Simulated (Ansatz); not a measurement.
Amorphous Ti10Al12O38, 60 atoms at 3.29 g/cm³, one PBE-relaxed geometry, zone centre. Methods: PBE, scalar-relativistic without spin-orbit coupling (Ansatz, a program for electronic structure); r2SCAN, scalar-relativistic without spin-orbit coupling (Ansatz); HSE06, scalar-relativistic without spin-orbit coupling (Ansatz). Plane waves to 420 eV (r2SCAN 500 eV); exact exchange is cut at the cell's faces. At PBE the levels at both edges of the gap are localised (band-tail or defect states), and the nearest spread-out levels lie 3.2 eV apart at the zone centre. All rungs ran without spin polarisation.

The cell was made by melting and quenching with the CHGNet potential and then relaxed with DFT. O atoms were pushed apart under 1.9 Å during the dynamics, to hinder bonds among them. The hot cell started wider than the set density and was brought back towards it in steps. It is the lowest in DFT energy of 2 quenches. It is a model cell: composition and starting density were chosen by hand, and all elements were melted together. No dispersion term was used. Its density started from a set value of 3.31 and ended at 3.29 g/cm³. Cooling (nominally 140 K/ps over its main leg) ran many orders faster than in experiment, which tends to leave more defects and strain. A cell of this size samples the disorder only roughly. The volume was free in the relaxation, at fixed shape. Stress components on the final sampling reach 1.6 GPa.

The relaxation ran on the zone centre alone. At PBE the gap between localised states is 2.44 eV on a 2×2×2 Γ-centred mesh, and the spacing at the zone centre alone 2.49 eV.

Task: What zone-centre spacing does r2SCAN give, roughly?

Result: 2.83 eV (+0.34 eV against PBE).

Task: What zone-centre spacing does HSE06 give, roughly?

Result: 4.09 eV (+1.60 eV against PBE).

The highest filled and the lowest empty state spread over these numbers of atoms (participation numbers): PBE: 10.5 and 3.6; r2SCAN: 8.5 and 3.5; HSE06: 7.1 and 3.6.
